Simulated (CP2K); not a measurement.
Band structure of Ca3Mg (I4/mmm, 4 atoms in the cell).

```
CELL_PARAMETERS angstrom
      6.62287     0.00000     0.00000
      2.22159     6.23915     0.00000
     -4.42223    -3.11957     3.81766
ATOMIC_POSITIONS crystal
  Ca 0.50000 0.50000 0.00000
  Ca 0.25000 0.75000 0.50000
  Ca 0.75000 0.25000 0.50000
  Mg 0.00000 0.00000 0.00000
```

Method of the run: LDA (Pade form), GPW, DZVP-MOLOPT-SR-GTH basis, GTH-PADE potentials (GTH_POTENTIALS) run with CP2K.

Settings: CUTOFF = 1000 Ry; REL_CUTOFF = 60 Ry; SMEAR/METHOD = FERMI_DIRAC; ELECTRONIC_TEMPERATURE = 580.23 K; KPOINTS/SCHEME = MONKHORST-PACK 7 7 7; XC_FUNCTIONAL = PADE; Ca/BASIS_SET = DZVP-MOLOPT-SR-GTH; Ca/POTENTIAL = GTH-PADE-q10; Mg/BASIS_SET = DZVP-MOLOPT-SR-GTH; Mg/POTENTIAL = GTH-PADE-q10; METHOD = GPW; EPS_DEFAULT = 1e-10; EXTRAPOLATION = USE_GUESS; NGRIDS = 5.

The starting cell comes from a database of computed structures (which also holds hypothetical and non-ambient phases and stackings), without a prior relaxation at this level. Its lattice was rescaled by a random factor within 2.5 % of one. Values carry the incompleteness of an atom-centred basis.

Levels in eV from the Fermi level, bands 17 to 22:
```
point     17     18     19     20     21     22
-----  -----  -----  -----  -----  -----  -----
Γ      -4.44  -0.43  -0.04   0.39   0.39   0.81
X      -2.35  -1.69  -1.00  -0.67  -0.43  -0.28
Y      -2.43  -1.54  -1.41  -1.35   0.15   0.44
S      -2.81  -2.13  -2.07   0.24   0.54   0.80
Z      -3.31  -2.83  -0.59   0.14   0.75   0.75
S1     -2.81  -2.13  -2.07   0.24   0.54   0.80
N      -2.99  -2.53  -0.65  -0.30   0.46   0.71
P      -2.34  -1.39  -1.39  -1.14   0.15   0.37
Y1     -2.43  -1.54  -1.41  -1.35   0.15   0.44
```

Bands cross the Fermi level along this path, so the cell is metallic at this level.

Higher empty bands are left out: an atom-centred basis made for the valence describes them poorly.
